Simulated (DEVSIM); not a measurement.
Device: Schottky contact on n-type Si, at 400 K.

Layer 1 from the left is Si, thickness (μm) 2.20, Nd (cm⁻³) 1.5e15, τn (s) 0.00067, τp (s) 0.00067.

Left contact: Schottky, work function 4.54 eV, emission velocity 8.9e6 cm/s. Right contact: ohmic. Voltage is applied to the left contact. Recombination: SRH at mid-gap. Mobility is constant in doping.

This is a model device: material constants are rounded textbook-type values typed into the input, and sizes, dopings and lifetimes were drawn at random. Values at 300 K; Nc and Nv go as T^1.5, mobilities as T to minus their exponent, the gap by Varshni's rule with the affinity fixed.

Si: gap (eV) 1.124, affinity (eV) 4.05, permittivity 11.7, Nc (cm⁻³) 2.86e19, Nv (cm⁻³) 3.1e19, μn (cm²/Vs) 1417, μp (cm²/Vs) 470, T exponent of μn 2.3, T exponent of μp 2.2, Varshni α (eV/K) 0.000473, Varshni β (K) 636.

Simulated with DEVSIM: 1D drift-diffusion, Boltzmann statistics, complete ionisation; no tunnelling, impact ionisation, image-force lowering or self-heating. Metal contacts follow the ideal Schottky-Mott rule: no Fermi-level pinning, no interface dipoles.

### Question
What does the simulation give for the largest field in the device at zero bias, the potential step across the device at zero bias?

### Answer
largest field in the device at zero bias 6900 V/cm; potential step across the device at zero bias 0.135 V.
